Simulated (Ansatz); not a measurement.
Spacing of the highest filled and lowest empty level at the zone centre in eight small model glasses of hand-chosen composition and density, fast-quenched (anions pushed apart in CHGNet runs), each at its PBE geometry, by PBE and by HSE06 (Ansatz, a program for electronic structure, plane waves, PAW). The cells are the first eight to finish that balance their formal charges, show no moments and no lower geometry on charging where those were tested, and have a gap at both levels; defect levels can set the spacings, and exact exchange is cut at the cells' faces.

```json
[
 {"cell": "In24O39Lu2", "quench by": "CHGNet", "pressure (GPa)": "0.1", "levels at the gap": "localised at the filled edge", "PBE (eV)": "0.64", "experiment, tabulated (eV)": "-"},
 {"cell": "Ti20O41Ca", "quench by": "CHGNet", "pressure (GPa)": "1.8", "levels at the gap": "spread", "PBE (eV)": "2.74", "experiment, tabulated (eV)": "-"},
 {"cell": "Ti20O42Si", "quench by": "CHGNet", "pressure (GPa)": "1.3", "levels at the gap": "localised at the filled edge", "PBE (eV)": "2.61", "experiment, tabulated (eV)": "-"},
 {"cell": "In9Ga9Zn9O39Lu2", "quench by": "CHGNet", "pressure (GPa)": "0.2", "levels at the gap": "localised at the filled edge", "PBE (eV)": "0.93", "experiment, tabulated (eV)": "-"},
 {"cell": "Hf18O39B2", "quench by": "CHGNet", "pressure (GPa)": "0.1", "levels at the gap": "localised at the filled edge", "PBE (eV)": "3.71", "experiment, tabulated (eV)": "-"},
 {"cell": "Si24O51B2", "quench by": "CHGNet", "pressure (GPa)": "-0.2", "levels at the gap": "localised at the filled edge", "PBE (eV)": "5.18", "experiment, tabulated (eV)": "-"},
 {"cell": "Zr20O41Sr", "quench by": "CHGNet", "pressure (GPa)": "-1.2", "levels at the gap": "spread", "PBE (eV)": "3.61", "experiment, tabulated (eV)": "-"},
 {"cell": "Si54O48N40", "quench by": "CHGNet", "pressure (GPa)": "-1.9", "levels at the gap": "localised at the filled edge", "PBE (eV)": "2.50", "experiment, tabulated (eV)": "-"}
]
```

What does HSE06 give, and how does it move these values against PBE?

In24O39Lu2 2.08, Ti20O41Ca 4.29, Ti20O42Si 4.20, In9Ga9Zn9O39Lu2 2.50, Hf18O39B2 5.25, Si24O51B2 7.00, Zr20O41Sr 5.12, Si54O48N40 3.91 eV. It raises them by +1.41 to +1.83 eV, +1.55 eV on average. A straight line through the eight gives HSE06 = 1.06 × PBE +1.40 eV, with a scatter of 0.09 eV.
